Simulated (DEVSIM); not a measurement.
Device: Schottky contact on p-type InP, at 300 K.

| layer (left to right) | material | thickness (μm) | Na (cm⁻³) | τn (s) | τp (s) |
|---|---|---|---|---|---|
| 1 | InP | 12.0 | 7.6e15 | 1.3e-8 | 4.2e-9 |
| 2 | InP | 15.0 | 2.5e18 | 4.2e-9 | 4.2e-9 |

Left contact: Schottky, work function 5.114 eV, emission velocity 8.5e6 cm/s. Right contact: ohmic. Voltage is applied to the left contact. Recombination: SRH at mid-gap, radiative, Auger. Mobility is μmin + (μ − μmin)/(1 + (N/Nref)^α).

Constants are typed, rounded textbook-type inputs, not results; the design itself was drawn at random and stands for no fabricated device. Values at 300 K.

| parameter | InP |
|---|---|
| gap (eV) | 1.344 |
| affinity (eV) | 4.38 |
| permittivity | 12.5 |
| Nc (cm⁻³) | 5.7e17 |
| Nv (cm⁻³) | 1.1e19 |
| μn (cm²/Vs) | 5200 |
| μp (cm²/Vs) | 170 |
| μn,min | 400 |
| μp,min | 10 |
| Nref,n | 3e17 |
| Nref,p | 4.9e17 |
| αn | 0.47 |
| αp | 0.62 |
| B (cm³/s) | 1.2e-10 |
| Cn (cm⁶/s) | 9e-31 |
| Cp (cm⁶/s) | 9e-31 |

Model (solved in DEVSIM): 1D drift-diffusion, Boltzmann statistics, complete ionisation; no tunnelling, impact ionisation, image-force lowering or self-heating. Metal contacts follow the ideal Schottky-Mott rule: no Fermi-level pinning, no interface dipoles.

Problem. Tabulate band edges, carrier densities and field at -1.15 V on the left contact.

Solution. Energies count from the Fermi level of the right contact; mesh points crowd at the junctions.

```csv
x (μm),Ec (eV),Ev (eV),n (cm⁻³),p (cm⁻³),field (V/cm)
0.000,1.884,0.540,260000,9.3e13,9100
0.03984,1.912,0.568,84000,1.6e15,5200
0.1455,1.934,0.590,31000,6.4e15,170
0.4446,1.918,0.574,27000,7.6e15,-660
1.698,1.836,0.492,27000,7.6e15,-660
4.544,1.649,0.305,27000,7.6e15,-660
9.006,1.356,0.012,39000,7.6e15,-660
11.20,1.212,-0.132,3500000,7.6e15,-660
11.73,1.178,-0.166,1.3e7,7.7e15,-600
11.91,1.177,-0.167,1.3e7,1.1e16,1800
11.98,1.224,-0.121,2200000,7.3e16,19000
12.03,1.315,-0.029,65000,2.5e18,≈ 0
12.11,1.315,-0.029,63000,2.5e18,≈ 0
12.33,1.315,-0.029,59000,2.5e18,≈ 0
13.33,1.314,-0.030,42000,2.5e18,≈ 0
15.57,1.313,-0.031,19000,2.5e18,≈ 0
20.89,1.309,-0.035,3100,2.5e18,≈ 0
24.71,1.307,-0.037,690,2.5e18,≈ 0
26.39,1.306,-0.038,170,2.5e18,≈ 0
26.80,1.306,-0.038,< 1e2,2.5e18,≈ 0
26.94,1.306,-0.038,< 1e2,2.5e18,≈ 0
27.00,1.306,-0.038,< 1e2,2.5e18,≈ 0
```
